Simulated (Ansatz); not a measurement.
**Pressure series in BN**

Take BN in the h-BN type structure (space group P6_3/mmc, No. 194; a = 2.5058 Å, c = 6.6162 Å; layered, stacked along the Cartesian z axis) as the base.

Cell and atoms are relaxed at each pressure.

Levels (all Ansatz, a quantum-chemistry and plane-wave program, PAW, earlier PAW set): PBE-D3(BJ) (420 eV, spin-orbit coupling left out); PBEsol-D3(BJ) (420 eV, no spin-orbit coupling).

The base cell above is that of PBE-D3(BJ); each level relaxes its own structures.

```json
[
 {"case": "pressure −1 GPa", "volume per atom, PBE-D3(BJ)": "9.42 Å³", "volume per atom, PBEsol-D3(BJ)": "9.02 Å³"},
 {"case": "pressure 1.8 GPa", "volume per atom, PBE-D3(BJ)": "8.55 Å³", "volume per atom, PBEsol-D3(BJ)": "?"},
 {"case": "pressure 4.2 GPa", "volume per atom, PBE-D3(BJ)": "8.18 Å³", "volume per atom, PBEsol-D3(BJ)": "?"},
 {"case": "pressure 9 GPa", "volume per atom, PBE-D3(BJ)": "7.69 Å³", "volume per atom, PBEsol-D3(BJ)": "7.50 Å³"},
 {"case": "pressure 18 GPa", "volume per atom, PBE-D3(BJ)": "7.12 Å³", "volume per atom, PBEsol-D3(BJ)": "?"},
 {"case": "pressure 30 GPa", "volume per atom, PBE-D3(BJ)": "6.63 Å³", "volume per atom, PBEsol-D3(BJ)": "?"},
 {"case": "pressure 45 GPa", "volume per atom, PBE-D3(BJ)": "6.24 Å³", "volume per atom, PBEsol-D3(BJ)": "6.12 Å³"},
 {"case": "pressure 60 GPa", "volume per atom, PBE-D3(BJ)": "5.94 Å³", "volume per atom, PBEsol-D3(BJ)": "5.80 Å³"}
]
```

Problem. What belongs in the blanks?

Solution. 
- pressure 1.8 GPa, volume per atom, PBEsol-D3(BJ): 8.29 Å³
- pressure 4.2 GPa, volume per atom, PBEsol-D3(BJ): 7.95 Å³
- pressure 18 GPa, volume per atom, PBEsol-D3(BJ): 6.95 Å³
- pressure 30 GPa, volume per atom, PBEsol-D3(BJ): 6.50 Å³

PBE-D3(BJ) lies above PBEsol-D3(BJ) in every row, by 0.11 Å³ to 0.40 Å³. They put the cases in the same order.

From pressure 18 GPa on, the axis ratios lie over 15 % from the base's, so the cell there is far from its starting form. Load acts through the strain it causes; cell and atoms are relaxed under it. Whether these cells are dynamically stable was not tested. No other phases were tried under pressure.
